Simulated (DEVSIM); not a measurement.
System: abrupt Si n-p junction, at 250 K.

Layer 1 from the left is Si, thickness (μm) 2.90, Nd (cm⁻³) 5.8e17, τn (s) 0.00012, τp (s) 0.00012. Layer 2 from the left is Si, thickness (μm) 250, Na (cm⁻³) 2.1e16, τn (s) 0.00012, τp (s) 0.00012.

Left contact: ohmic. Right contact: ohmic. Voltage is applied to the left contact. Recombination: SRH at mid-gap, Auger. Mobility is constant in doping.

The device is made up for the run: typed textbook-type constants, with dimensions and the other settings drawn at random. Values at 300 K; Nc and Nv go as T^1.5, mobilities as T to minus their exponent, the gap by Varshni's rule with the affinity fixed.

Si: gap (eV) 1.124, affinity (eV) 4.05, permittivity 11.7, Nc (cm⁻³) 2.86e19, Nv (cm⁻³) 3.1e19, μn (cm²/Vs) 1417, μp (cm²/Vs) 470, T exponent of μn 2.3, T exponent of μp 2.2, Cn (cm⁶/s) 2.8e-31, Cp (cm⁶/s) 9.9e-32, Varshni α (eV/K) 0.000473, Varshni β (K) 636.

Model (solved in DEVSIM): 1D drift-diffusion, Boltzmann statistics, complete ionisation; no tunnelling, impact ionisation, image-force lowering or self-heating.

Dark forward current:

```
|V| (V)  |J| (A/cm²)
-------  -----------
0.25       4.916e-11
0.30       3.050e-10
0.35        2.450e-9
0.40        2.275e-8
0.45        2.242e-7
0.50        2.258e-6
0.55        2.291e-5
0.60       0.0002330
0.65        0.002370
0.70         0.02402
0.75          0.2341
0.80           1.783
0.85           7.799
0.90           21.35
0.95           44.18
1.00           77.19
1.05           120.9
1.10           175.5
1.15           241.1
1.20           318.0
1.25           405.9
1.30           505.1
1.35           615.3
1.40           736.6
1.45           868.8
1.50            1012
```

Q: Work out the local ideality factor n = ΔV / (kT/q · ln(J2/J1)) between the rows 0.25 and 0.30 V, 0.60 and 0.65 V, 1.45 and 1.50 V.

A: kT/q = 21.54 mV. From 0.25 to 0.30 V: ln(3.050e-10/4.916e-11) = 1.825, n = 1.27. From 0.60 to 0.65 V: ln(0.002370/0.0002330) = 2.320, n = 1.00, near the 1 of diffusion or emission over a barrier. From 1.45 to 1.50 V: ln(1012/868.8) = 0.153, n = 15.21.

Q: Estimate the current at 0.55 V from the Shockley equation with J0 = Σ q ni² D/(N L) coth(W/L), τ joining the SRH, radiative and Auger lifetimes that are on, and W taken as the whole layer.

A: ni² = 6.36e15 cm⁻⁶; holes in the n layer: μ = 702 cm²/Vs, D = 15.1 cm²/s, τ = 9.75e-6 s, L = 121 μm, W/L = 0.024, term 9.16e-17 A/cm²; electrons in the p layer: μ = 2160 cm²/Vs, D = 46.4 cm²/s, τ = 0.000119 s, L = 744 μm, W/L = 0.34, term 9.35e-17 A/cm². J0 = 1.85e-16 A/cm², and J = J0 exp(qV/kT) = 2.27e-5 A/cm². The simulation gives 2.29e-5 A/cm², the same within the digits that matter. The estimate leaves out recombination in the depletion region and that region's share of W.
